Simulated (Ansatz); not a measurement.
The reference is a 28-atom supercell of WC (space group P-6m2, No. 187; a = 2.898 Å, c = 2.828 Å) at its relaxed geometry.

The values are results of Ansatz (a first-principles code), PBEsol, PAW, cutoff 420 eV, no spin-orbit coupling, not measurements.

One thing is altered: a neutral W on a C site (antisite), atoms relaxed at fixed cell, starting from a slightly rattled geometry.

Tabulated Pauling electronegativity and covalent radius: C 2.55, 0.76 Å; W 2.36, 1.62 Å.

How does this affect the largest displacement of a host atom from its site in the perfect cell and shift of the substituted atom off its lattice site?

The largest displacement of a host atom from its site in the perfect cell amounts to 0.30 Å; the shift of the substituted atom off its lattice site is 0.84 Å.

In so small a cell the defect repeats every few ångströms: this is an ordered compound, not a dilute defect. The final runs are not spin-polarised. The defect cell is not spin-polarised.
